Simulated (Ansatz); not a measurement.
## Several settings converged on Zn6Mo (Fm-3m, 7 atoms in the cell)

```xyz
7
Lattice="0.0000 3.8252 3.8252 3.8252 0.0000 3.8252 3.8252 3.8252 0.0000" Properties=species:S:1:pos:R:3 pbc="T T T"
Zn     1.9126     1.9126     3.8252
Zn     1.9126     1.9126     0.0000
Zn     3.8252     1.9126     1.9126
Zn     0.0000     1.9126     1.9126
Zn     1.9126     3.8252     1.9126
Zn     1.9126     0.0000     1.9126
Mo     0.0000     0.0000     0.0000
```

Base method: LDA (PW92), default PAW files made with PBE (plane waves; Ansatz, an electronic-structure program).

Base settings: basis.ecutwfc = 30.9 Ry; kpoints.mp_grid.grid = 8 8 8; hamiltonian.xc = lda; hamiltonian.pseudopotentials = {kind: paw} (the program's default PAW files); scf.occupations.method = fermi_dirac; scf.occupations.width = 0.0073 Ry.

Core times come from one kind of shared machine, to one figure; runs under 30 s give none.

**Zone-centre phonons against the cutoff**

In this ladder: phonons.method = dfpt.

The mesh stays at the base's, so the ladder's end is converged at best in this setting alone.

Frequencies are those of the unrelaxed cell, without the LO-TO term of polar crystals.

Only quantities that move along the ladder and can be compared are tabulated.

| basis.ecutwfc | highest zone-centre frequency (cm⁻¹) | lowest optical frequency (cm⁻¹) | core time / last (rough) |
|---|---|---|---|
| 15.4 Ry | 193.2 | -24.9 | 0.3 |
| 18.4 Ry | 220.7 | 42.4 | 0.4 |
| 21.7 Ry | 239.4 | 79.6 | 0.3 |
| 26.1 Ry | 229.0 | 80.1 | 0.7 |
| 30.9 Ry | 228.4 | 79.7 | 1 |

Coarsest basis.ecutwfc that holds the lowest optical frequency within 5 cm⁻¹ of the last step, with all finer ones: 21.7 Ry, at about 0.3 of the last step's time; the step before is off by 37 cm⁻¹.

Coarsest basis.ecutwfc that holds the highest zone-centre frequency within 2 cm⁻¹ of the last step, with all finer ones: 26.1 Ry; the step before is off by 11 cm⁻¹.

**The force threshold of a relaxation**

On Zn6Mo (I4mm, 7 atoms in the cell): one atom moved by 0.15 angstrom.

In this ladder: relax = atoms.

The mesh stays at the base's, so the ladder's end is converged at best in this setting alone.

Only quantities that move along the ladder and can be compared are tabulated.

| relax.f_tol | free energy less the last step's (meV/atom) | largest force left (eV/Å) | relaxation steps | core time / last (rough) |
|---|---|---|---|---|
| 0.2 eV/Å | 0.32 | 0.1412 | 3 | 0.7 |
| 0.05 eV/Å | 0.00 | 0.0014 | 3 | 0.7 |
| 0.02 eV/Å | 0.00 | 0.0014 | 4 | 0.9 |
| 0.005 eV/Å | 0.00 | 0.0015 | 4 | 0.9 |
| 0.001 eV/Å | 0.00 | 0.0000 | 5 | 1 |

Coarsest relax.f_tol that holds the free energy within 0.05 meV/atom of the last step, with all finer ones: 0.05 eV/Å; the step before is off by 0.32 meV/atom.

Coarsest relax.f_tol that holds the largest force left within 0.01 eV/Å of the last step, with all finer ones: 0.05 eV/Å; the step before is off by 0.14 eV/Å.

On the base run: the starting cell comes from a database of computed structures (which also holds hypothetical and non-ambient phases and stackings), without a prior relaxation at this level. Its lattice was rescaled by up to half a per cent. Spin polarisation is off. In the base run, with a pressure of about -7 GPa the cell is away from its equilibrium volume at this level.

Keys are those of Ansatz 0.2.
